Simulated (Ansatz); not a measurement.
# Computed paths: interstitial Cl in rock-salt NaCl, charge state -1

Defect migration in rock-salt NaCl: interstitial Cl, charge state -1. Method: PBE, PAW (plane waves to 420 eV; Ansatz, a quantum-chemistry and plane-wave program).

Settings: 64 host sites, the relaxed PBE lattice, the Γ point alone, smearing 0.01 eV, spin-restricted, no image-charge correction. No zero-point or tunnelling terms. The charge state is imposed; whether it is stable for some Fermi level was not computed. Sites that were not tried may lie lower.

Barriers: single points on a 2×2×2 k-point mesh shifted by half a step at the bands' geometries.

```tsv
Route	Start site over the lowest site run (eV)	Hop (Å)	Forward barrier (eV)	Backward barrier (eV)	Neighbours at the start	Neighbours at the saddle	Saddle order	Forward, on the band's own sampling (eV)
several atoms move together, Cl the farthest	0.00	2.85	0.45	0.45	4 Cl at 3.11; 3 Na at 2.54, Na at 2.55 Å	Cl at 2.98, Cl at 2.99; 2 Na at 2.44, 2 Na at 3.12 Å	not checked, on a symmetry element	0.46
several atoms move together, Cl the farthest	0.00	2.81	0.45	0.45	4 Cl at 3.11; 3 Na at 2.54, Na at 2.55 Å	2 Cl at 2.98; 2 Na at 2.44, Na at 3.12, Na at 3.14, Na at 3.15 Å	not checked, on a symmetry element	0.46
```

Paths come from climbing-image nudged elastic band runs.  A band can be held on a symmetry element, so unchecked saddle points there may be too high.
